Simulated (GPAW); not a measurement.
**GPAW run on NbIr (P4/mmm, 2 atoms in the cell): self-consistent single point**

Computed with LDA (Perdew-Wang 92), GPAW PAW datasets LDA (gpaw-data 1.0.1) (plane waves; GPAW).

The input file:

```python
from ase import Atoms
from ase.units import GPa
from gpaw import GPAW, PW, FermiDirac

atoms = Atoms(['Nb', 'Ir'],
              cell=[[2.878230, 0.000000, 0.000000],
                    [0.000000, 2.878230, 0.000000],
                    [0.000000, 0.000000, 3.874150]],
              scaled_positions=[[0.500000, 0.500000, 0.500000],
                                [0.000000, 0.000000, 0.000000]],
              pbc=True)

calc = GPAW(mode=PW(550),
            xc='LDA',
            kpts=(9, 9, 7),
            occupations=FermiDirac(0.1),
            nbands=-10,
            convergence={'forces': 0.001},
            symmetry={'symmorphic': False, 'tolerance': 0.0005},
            maxiter=100)

atoms.calc = calc

energy = atoms.get_potential_energy()
print('Energy (eV):', round(energy, 6))
forces = atoms.get_forces()
print('Forces (eV/Ang):')
print(forces.round(5))
stress = atoms.get_stress()
print('Stress (GPa, Voigt):', (stress / GPa).round(4))
```

Output (repeated stretches shortened):

```
Input parameters:
  convergence: {forces: 0.001}
  kpts: [9 9 7]
  maxiter: 100
  mode: {ecut: 550.0,
         name: pw}
  nbands: -10
  occupations: {fixmagmom: False,
                name: fermi-dirac,
                width: 0.1}
  symmetry: {symmorphic: False,
             tolerance: 0.0005}

species:
  Nb:
    name: Niobium
    Z: 41.0
    valence: 13
    core: 28
    charge: 0.0
    file: Nb.LDA.gz

    # Using partial waves for Nb as LCAO basis

  Ir:
    name: Iridium
    Z: 77.0
    valence: 15
    core: 62
    charge: 0.0
    file: Ir.LDA.gz

    # Using partial waves for Ir as LCAO basis

Reference energy: -588007.768020  # eV

Spin-paired calculation

Convergence criteria:
 Maximum [total energy] change in last 3 cyles: 0.0005 eV / valence electron
 Maximum integral of absolute [dens]ity change: 0.0001 electrons / valence electron
 Maximum integral of absolute [eigenst]ate change: 4e-08 eV^2 / valence electron
 Maximum change in the atomic [forces] across last 2 cycles: 0.001 eV/Ang OR
Maximum error relative to the maximum force is below inf
 Maximum number of scf [iter]ations: 100

Symmetries present (total): 16
Symmetries with fractional translations: 0
567 k-points: 9 x 9 x 7 Monkhorst-Pack grid
60 k-points in the irreducible part of the Brillouin zone
       k-points in crystal coordinates                weights
   0:     0.00000000    0.00000000    0.00000000          1/567
   1:     0.00000000    0.00000000    0.14285714          2/567
   2:     0.00000000    0.00000000    0.28571429          2/567
   [... 7 lines left out ...]
          ...
  59:     0.44444444    0.44444444    0.42857143          8/567

Wave functions: Plane wave expansion
  Cutoff energy: 550.000 eV
  Number of coefficients (min, max): 926, 959
  Pulay-stress correction: 0.000000 eV/Ang^3 (de/decut=0.000000)

Occupation numbers: Fermi-Dirac:
  width: 0.1000  # eV

Eigensolver

Densities:
  Coarse grid: 16*16*21 grid
  Fine grid: 32*32*42 grid
  Total Charge: 0.000000

Density mixing:
  Method: separate
  Backend: pulay
  Linear mixing parameter: 0.05
  old densities: 5
  Damping of long wavelength oscillations: 50

Hamiltonian:
  XC and Coulomb potentials evaluated on a 32*32*42 grid
  External potential:
    NoExternalPotential

Number of atoms: 2
Number of atomic orbitals: 25
Number of bands in calculation: 24
Number of valence electrons: 28
Bands to converge: occupied

Density initialized from atomic densities
  24 bands from LCAO basis set

Atomic positions and initial magnetic moments

Positions:
   0 Nb     1.439115    1.439115    1.937075    ( 0.0000,  0.0000,  0.0000)
   1 Ir     0.000000    0.000000    0.000000    ( 0.0000,  0.0000,  0.0000)

Unit cell:
           periodic     x           y           z      points  spacing
  1. axis:    yes    2.878230    0.000000    0.000000    16     0.1799
  2. axis:    yes    0.000000    2.878230    0.000000    16     0.1799
  3. axis:    yes    0.000000    0.000000    3.874150    21     0.1845

  Lengths:   2.878230   2.878230   3.874150
  Angles:   90.000000  90.000000  90.000000

Effective grid spacing dv^(1/3) = 0.1814

     iter     time        total  log10-change:
                         energy   eigst   dens  force
iter:   1 --:--:--   -24.863933
iter:   2 --:--:--   -24.409600   -1.35  -1.21
iter:   3 --:--:--   -23.658682   -1.63  -1.25
iter:   4 --:--:--   -23.515317   -2.27  -1.43
iter:   5 --:--:--   -23.435415   -1.61  -1.54
iter:   6 --:--:--   -23.350034   -2.74  -1.90
iter:   7 --:--:--   -23.337269   -2.78  -2.19
iter:   8 --:--:--   -23.335809   -4.23  -2.81
iter:   9 --:--:--   -23.335693c  -4.90  -2.97
iter:  10 --:--:--   -23.335411c  -4.87  -3.08
iter:  11 --:--:--   -23.335400c  -5.86  -3.65
iter:  12 --:--:--   -23.335384c  -6.29  -3.67
iter:  13 --:--:--   -23.335358c  -6.16  -3.86
iter:  14 --:--:--   -23.335361c  -7.03  -4.07c
iter:  15 --:--:--   -23.335359c  -7.73c -4.27c
iter:  16 --:--:--   -23.335356c  -7.57c -4.38c -29.45c

Converged after 16 iterations.

Dipole moment: (-0.000000, -0.000000, -0.000000) |e|*Ang

Energy contributions relative to reference atoms: (reference = -588007.768020)

Kinetic:         -4.222429
Potential:       -1.573302
External:        +0.000000
XC:             -17.209916
Entropy (-ST):   -0.061085
Local:           -0.299168
SIC:             +0.000000
--------------------------
Free energy:    -23.365899
Extrapolated:   -23.335356

Showing only first 2 kpts
 Kpt  Band  Eigenvalues  Occupancy
  0    12     11.65783    1.99966
  0    13     12.20660    1.92192
  0    14     14.00959    0.00000
  0    15     16.34624    0.00000

  1    12     11.40352    1.99997
  1    13     12.24839    1.88376
  1    14     13.60392    0.00004
  1    15     15.57376    0.00000

Fermi level: 12.52693

No gap
No difference between direct/indirect transitions
Energy (eV): -23.335356

Forces in eV/Ang:
  0 Nb    0.00000    0.00000    0.00000
  1 Ir    0.00000    0.00000    0.00000

Stress tensor:
     0.093950     0.000000     0.000000
     0.000000     0.093950     0.000000
     0.000000     0.000000     0.078129
Stress (GPa, Voigt): [15.0525 15.0525 12.5176  0.      0.      0.    ]
```

The run converged in 16 iterations. GPAW prints stress with tension positive.

The starting cell comes from a database of computed structures (which also holds hypothetical and non-ambient phases and stackings), without a prior relaxation at this level. Spin-orbit coupling is off. Spin polarisation is off. With a pressure of about -14 GPa the cell is away from its equilibrium volume at this level.
